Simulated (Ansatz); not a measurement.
Several settings converged on TlPdF3 (P1, 5 atoms in the cell)

```xyz
5
Lattice="4.2927 0.0000 0.0000 0.0163 4.2927 0.0000 0.0034 0.0340 4.2934" Properties=species:S:1:pos:R:3 pbc="T T T"
Tl     4.3082     4.3183     4.3150
Pd     2.1565     2.1535     2.0919
F      0.0101     2.1475     2.0854
F      2.1644     2.1794     4.2382
F      2.1614     4.2998     2.0888
```

Base method: PBEsol, default PAW files made with PBE (plane waves; Ansatz, a first-principles code).

Base settings: basis.ecutwfc = 420 eV; kpoints.mp_grid.grid = 4 4 4; hamiltonian.xc = pbesol; hamiltonian.pseudopotentials = {kind: paw} (the program's default PAW files); scf.occupations.method = gaussian; scf.occupations.width = 0.1 eV.

The count of work is k-points × plane waves × bands × iterations; it is no time. Core times come from one kind of shared machine, to one figure; runs under 30 s give none.

**The cutoff for other potential files**

Level: DFT, PBEsol, plane waves, harder PAW files (source: ansatz) made with PBE.

In this ladder: hamiltonian.pseudopotentials = {kind: paw, source: ansatz}.

The second cell is the first with its lattice scaled by 0.98.

The mesh stays at the base's, so the ladder's end is converged at best in this setting alone.

The first pressure column holds Ansatz's estimate of the finite-basis (Pulay) stress, which hides part of the cutoff error; the other is without it.

Only quantities that move along the ladder and can be compared are tabulated.

```tsv
basis.ecutwfc	free energy less the last step's (meV/atom)	energy of the compressed cell less the first (meV/atom)	pressure (GPa)	pressure without the Pulay estimate (GPa)	count of work / last	core time / last (rough)
470 eV	1941.36	0.36	-2.22	-77.53	0.093	–
580 eV	482.47	5.49	-1.86	-26.61	0.14	–
735 eV	54.50	3.56	-1.81	-5.93	0.21	0.2
890 eV	3.85	3.84	-1.79	-2.23	0.28	0.3
1050 eV	0.38	3.78	-1.80	-1.81	0.33	0.3
1260 eV	0.23	3.77	-1.80	-1.81	0.47	0.5
1575 eV	0.13	3.76	-1.80	-1.80	0.65	0.6
2100 eV	0.00	3.76	-1.80	-1.80	1.0	1
```

Coarsest basis.ecutwfc that holds the free energy within 1 meV/atom of the last step, with all finer ones: 1050 eV, at 0.33 of the last step's count of work and about 0.3 of the last step's time; the step before is off by 3.9 meV/atom.

Coarsest basis.ecutwfc that holds the pressure without the Pulay estimate within 1 GPa of the last step, with all finer ones: 890 eV, at 0.28 of the last step's count of work and about 0.3 of the last step's time; the step before is off by 4.1 GPa.

Coarsest basis.ecutwfc that holds the energy of the compressed cell less the first within 1 meV/atom of the last step, with all finer ones: 735 eV, at 0.21 of the last step's count of work and about 0.2 of the last step's time; the step before is off by 1.7 meV/atom.

The energy difference between the two cells stays within 1 meV/atom of the last step's from 735 eV on, the total only from 1050 eV on: much of the error is common to both cells and cancels.

At the lowest cutoff the pressure without the Pulay estimate lies 75.7 GPa under the last step's, the usual sign of Pulay stress in an incomplete plane-wave basis.

**The density cutoff**

The mesh stays at the base's, so the ladder's end is converged at best in this setting alone.

Only quantities that move along the ladder and can be compared are tabulated.

```tsv
basis.ecutrho_ratio	free energy less the last step's (meV/atom)	pressure (GPa)	largest difference of a force vector from the last step's (eV/Å)
2	-3.34	-1.28	0.012
3	0.11	-1.83	0.001
4	0.00	-1.81	0.001
5	0.00	-1.81	0.001
6	0.00	-1.81	0.001
8	0.00	-1.81	0.000
10	0.00	-1.81	0.000
12	0.00	-1.81	0.001
16	0.00	-1.81	0.000
```

Coarsest basis.ecutrho_ratio that holds the pressure within 0.2 GPa of the last step, with all finer ones: 3; the step before is off by 0.53 GPa.

Coarsest basis.ecutrho_ratio that holds the forces within 0.005 eV/Å of the last step, with all finer ones: 3; the step before is off by 0.012 eV/Å.

Coarsest basis.ecutrho_ratio that holds the free energy within 1 meV/atom of the last step, with all finer ones: 3; the step before is off by 3.3 meV/atom.

**The relaxed cell against the cutoff**

On TlPdF₃ (P1, 5 atoms in the cell): atoms on their sites.

In this ladder: relax = cell and atoms.

The mesh stays at the base's, so the ladder's end is converged at best in this setting alone.

Only quantities that move along the ladder and can be compared are tabulated.

| basis.ecutwfc | relaxed volume (Å³/atom) | relaxation steps | core time / last (rough) |
|---|---|---|---|
| 295 eV | 15.360 | 30 | 2 |
| 355 eV | 15.457 | 11 | 0.8 |
| 420 eV | 15.452 | 6 | 0.5 |
| 505 eV | 15.450 | 5 | 0.5 |
| 630 eV | 15.451 | 5 | 0.6 |
| 840 eV | 15.450 | 5 | 1 |

Coarsest basis.ecutwfc that holds the relaxed volume within 0.077 Å³/atom of the last step, with all finer ones: 355 eV; the step before is off by 0.091 Å³/atom.

At the lowest cutoff the cell relaxes to a volume 0.6 % smaller than at the highest. Ansatz relaxes on a stress corrected for the finite basis.

On the base run: the starting cell comes from a database of computed structures (which also holds hypothetical and non-ambient phases and stackings), without a prior relaxation at this level. Its lattice was rescaled by up to half a per cent. One atom was moved a little off its site on purpose. Spin polarisation is off. Without a gap this mesh is coarse (it stands for a supercell whose shortest vector is 17 Å).

Left out of this page: 2 runs of the series stopped by limits of time or memory.

Keys are those of Ansatz 0.2.
